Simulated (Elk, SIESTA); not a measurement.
A SIESTA input for a self-consistent single point of MnS (Fm-3m, 2 atoms in the cell) (DFT, GGA PBE, numerical atomic orbitals TZP, PseudoDojo PBE standard norm-conserving potentials (rewritten from UPF to PSML)):

```
# files in the folder: S.psml Mn.psml (PseudoDojo PBE standard)
SystemName  MnS
SystemLabel MnS

NumberOfAtoms                2
NumberOfSpecies              2
%block ChemicalSpeciesLabel
  1 16 S
  2 25 Mn
%endblock ChemicalSpeciesLabel
LatticeConstant              1.0 Ang
%block LatticeVectors
     0.000000000    2.480250000    2.480250000
     2.480250000    0.000000000    2.480250000
     2.480250000    2.480250000    0.000000000
%endblock LatticeVectors
AtomicCoordinatesFormat      ScaledCartesian
%block AtomicCoordinatesAndAtomicSpecies
     0.000000000    0.000000000    0.000000000  1
     2.480250000    2.480250000    2.480250000  2
%endblock AtomicCoordinatesAndAtomicSpecies

XC.functional                GGA
XC.authors                   PBE
PAO.BasisSize                TZP
PAO.EnergyShift              0.005 Ry
MeshCutoff                   300 Ry
%block kgrid.MonkhorstPack
    9   0   0  0.0
    0   9   0  0.0
    0   0   9  0.0
%endblock kgrid.MonkhorstPack
OccupationFunction           MP
OccupationMPOrder            0
ElectronicTemperature        2320.9 K
Spin                         polarized
%block DM.InitSpin
  1 +0.00
  2 +4.00
%endblock DM.InitSpin

MaxSCFIterations             150
SCF.Mixer.Method             Pulay
SCF.Mixer.Weight             0.1
SCF.Mixer.History            6
SCF.DM.Tolerance             1.0E-05
Diag.ParallelOverK           true
WriteForces                  true
Charge.Mulliken              end
```

Give the Elk input for the same structure, mesh, smearing and functional.

This is the input that was run; spellings and numerical settings could be chosen otherwise.

```
tasks
  0

xctype
  20

spinpol
  .true.

reducebf
  0.5

rgkmax
  7.0

stype
  0

swidth
  0.00734986

scale
  1.889726125

avec
    0.0000000000    2.4802500000    2.4802500000
    2.4802500000    0.0000000000    2.4802500000
    2.4802500000    2.4802500000    0.0000000000

atoms
  2   : nspecies
  'S.in'   : spfname
  1   : natoms; atposl, bfcmt below
  0.0000000000  0.0000000000  0.0000000000    0.0 0.0 0.0
  'Mn.in'   : spfname
  1   : natoms; atposl, bfcmt below
  0.5000000000  0.5000000000  0.5000000000    0.0 0.0 -2.0

ngridk
  9 9 9
```

Basis settings and potentials, where a program has them, do not carry over. This input uses DFT, PBE, all-electron FP-LAPW, Elk's shipped species files, default APW+lo basis. Both were run: size of the net moment 2.15 μB/atom in SIESTA and 2.03 in Elk.

On SIESTA: the starting cell was generated: these elements placed on a structure prototype, without a prior relaxation; it need not be a known phase or ordering of this composition. Its lattice was rescaled by a random factor within 2.5 % of one. With one magnetic atom in the cell only a parallel order is possible. Values carry the incompleteness of an atom-centred basis. With a pressure of about 6 GPa the cell is away from its equilibrium volume at this level.

On Elk: the starting cell was generated: these elements placed on a structure prototype, without a prior relaxation; it need not be a known phase or ordering of this composition. Its lattice was rescaled by a random factor within 2.5 % of one. With one magnetic atom in the cell only a parallel order is possible. Values depend on the basis (sphere radii, cutoffs, local orbitals), which need not be converged.
